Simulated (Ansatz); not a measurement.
# GaP: pressure 0.9 GPa

Take GaP in the zinc blende structure (space group F-43m, No. 216; a = 5.451 Å) as the base.

The change: a hydrostatic pressure of 0.9 GPa.

The values are results of Ansatz (an electronic-structure program) r2SCAN, spin-orbit coupling left out, not measurements. Settings: 10×10×10 k-points, 0.05 eV Fermi–Dirac smearing.

- Volume per atom = 20.05 Å³ (base 20.25 Å³)
- Density = 4.17 g/cm³ (base 4.13 g/cm³)
- Enthalpy H = E + PV relative to the base's energy = +0.11 eV/atom
- Band gap = 1.83 eV (base 1.85 eV)
- Gap character = indirect, Γ → Γ–X (87 % along) (base indirect, Γ → Γ–X (87 % along))
- Smallest direct gap = 2.45 eV (base 2.36 eV)
- Width of the top valence band = 3.59 eV (base 3.54 eV)
- Electron mass = 1.1 mₑ along k, 0.23 mₑ across (off the special points) (base 1.1 mₑ along k, 0.23 mₑ across (off the special points))
- Valley order (the lowest conduction-band minima on the path, energy above the VBM, named in the base's zone) = a point along ⟨100⟩, about 1.0 Å⁻¹ from Γ 1.83 eV; L along ⟨111⟩ 2.07 eV; Γ 2.45 eV (base a point along ⟨100⟩, about 1.0 Å⁻¹ from Γ 1.85 eV; L along ⟨111⟩ 2.04 eV; Γ 2.36 eV)

Load acts through the strain it causes; cell and atoms are relaxed under it. Effective masses come from finite differences of ±0.01 Å⁻¹. Along k means along the line from Γ to the band edge. Whether these cells are dynamically stable was not tested.
